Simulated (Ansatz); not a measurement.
A self-consistent single point of Lu3GaC (P4mm, 5 atoms in the cell) with Ansatz (a first-principles code).

Method of the run: LDA (PW92), default PAW files made with PBE (plane waves; Ansatz).

The change in words: lattice scaled by 0.98; basis.ecutrho_ratio: default → 4. Reference geometry:
```
CELL_PARAMETERS angstrom
      4.69981     0.00000     0.00000
      0.00000     4.69981     0.00000
      0.00000     0.00000     4.69981
ATOMIC_POSITIONS crystal
  Lu 0.51064 0.00000 0.00000
  Lu 0.00000 0.50000 0.00000
  Lu 0.00000 0.00000 0.50000
  Ga 0.50000 0.50000 0.50000
  C  0.00000 0.00000 0.00000
```

Reference input (self-consistent single point, DFT, LDA (PW92), plane waves, default PAW files made with PBE): basis.ecutwfc = 420 eV; kpoints.mp_grid.grid = 5 5 5; hamiltonian.xc = lda; hamiltonian.pseudopotentials = {kind: paw} (the program's default PAW files); scf.occupations.method = fermi_dirac; scf.occupations.width = 0.1 eV. This run's input differs from it in these lines:

Ansatz 0.2 input:
```diff
@@ -3,5 +3,5 @@
   lattice:
-    - [4.699807, 0.000000, 0.000000]
-    - [0.000000, 4.699807, 0.000000]
-    - [0.000000, 0.000000, 4.699807]
+    - [4.605811, 0.000000, 0.000000]
+    - [0.000000, 4.605811, 0.000000]
+    - [0.000000, 0.000000, 4.605811]
   atoms:
@@ -14,2 +14,3 @@
   ecutwfc: 420.0 eV
+  ecutrho_ratio: 4
 kpoints:
```

Log, with long lists cut:

```
SCF iter   1: F=—  HF=-47431.683671 eV  |F-HF|=—  |Δ(HF+E_count)|=         —  Δρ=6.66e-3  dr2=5.81e-2  ethr=1.77e-3  ⟨swp⟩=6.8  Hψ=4318  notcnv=0  defer=3
all-band conjugate gradients solve this SCF's bands
preconditioner: auto → Kerker (q_TF=auto, 2.701 Å⁻¹)
SCF iter   2: F=—  HF=-47431.663246 eV  |F-HF|=—  |Δ(HF+E_count)|=   2.04e-2  Δρ=2.85e-3  dr2=9.36e-3  ethr=6.32e-5  ⟨swp⟩=2.6  Hψ=2267  notcnv=0  defer=12
   [... lines left out ...]
SCF iter   8: F=—  HF=-47431.661038 eV  |F-HF|=—  |Δ(HF+E_count)|=   1.75e-8  Δρ=2.97e-5  dr2=6.89e-7  ethr=1.12e-9  ⟨swp⟩=3.3  Hψ=2719  notcnv=0  defer=12
SCF iter   9: F=—  HF=-47431.661037 eV  |F-HF|=—  |Δ(HF+E_count)|=   8.16e-7  Δρ=1.05e-5  dr2=1.18e-7  ethr=7.49e-10  ⟨swp⟩=3.0  Hψ=2221  notcnv=0  defer=12
SCF iter  10: F=—  HF=-47431.661037 eV  |F-HF|=—  |Δ(HF+E_count)|=   3.51e-9  Δρ=7.95e-6  dr2=5.61e-8  ethr=1.09e-10  ⟨swp⟩=13.5  Hψ=6411  notcnv=0
SCF iter  11: F=-47431.661037 eV  HF=-47431.661037 eV  |F-HF|=1.48e-8  |Δ(HF+E_count)|=   4.16e-8  Δρ=3.24e-6  dr2=1.40e-8  ethr=6.10e-11  ⟨swp⟩=6.2  Hψ=5019  notcnv=0
SCF 1 converged in 11 iterations: F = -47431.661037 eV  dr2 = 1.40e-8
Free energy (F): -47431.661037 eV
Internal energy: -47431.612877 eV  (E = F + TS)
E sigma→0 (E₀):  -47431.636957 eV
Entropy (-TS):   -0.048160 eV (-9.632 meV/atom)
Fermi energy:    14.108976 eV
--- Forces (eV/Å), atoms counted from 1 ---
  atom   1  Lu    -0.68113709     0.00000000     0.00000000
  atom   2  Lu     0.19908741     0.00000000     0.00000000
  atom   3  Lu     0.19908741    -0.00000000     0.00000000
  atom   4  Ga     0.04479659     0.00000000     0.00000000
  atom   5  C      0.23816019    -0.00000000     0.00000000
--- Stress (GPa, compression-positive) ---
       -0.272069      -0.000000       0.000000
       -0.000000      -0.452389       0.000000
        0.000000       0.000000      -0.452389
  P = ⅓ Tr σ = -0.3923 GPa (-3.923 kbar)
  The stress holds the Pulay correction. Without it, at fixed plane waves, as pw.x and ABINIT print it: P = -0.5085 GPa
```

The run converged in 11 iterations. Against the reference run the free energy drops by 24.3 meV/atom, the pressure goes from -5.73 to -0.39 GPa and the largest force goes from 0.551 to 0.681 eV/Å.

The starting cell comes from a database of computed structures (which also holds hypothetical and non-ambient phases and stackings), without a prior relaxation at this level. Its lattice was rescaled by up to half a per cent. One atom was moved a little off its site on purpose. For this run, on top of that: lattice scaled by 0.98. Ansatz's pressure includes its estimate of the finite-basis (Pulay) stress.
